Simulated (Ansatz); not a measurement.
Consider the following.

```
Au
1.0
    0.00000     2.04148     2.00065
    2.04148     0.00000     2.00065
    2.04148     2.04148     0.00000
Au
1
Cartesian
  0.00000   0.00000   0.00000
```

No spin polarisation.

Calculations: plane-wave PAW DFT at the PBEsol level (Ansatz, an electronic-structure program, 420 eV), scalar-relativistic without spin-orbit coupling. Settings: 28×28×28 k-points, 0.1 eV Fermi–Dirac smearing.

### Question
Estimate the space group.

### Answer
I4/mmm (No. 139).

### Question
Predict the stress (xx, yy, zz, yz, xz, xy; compression positive).

### Answer
(3.6, 3.6, 4.2, 0.0, 0.0, 0.0) GPa.

The cells carry an imposed strain or load. No phonon test of stability was made. The cell was made from Au in the fcc (Cu type) structure (space group Fm-3m, No. 225) by this change: uniaxial strain ε_zz = −2.00 %.
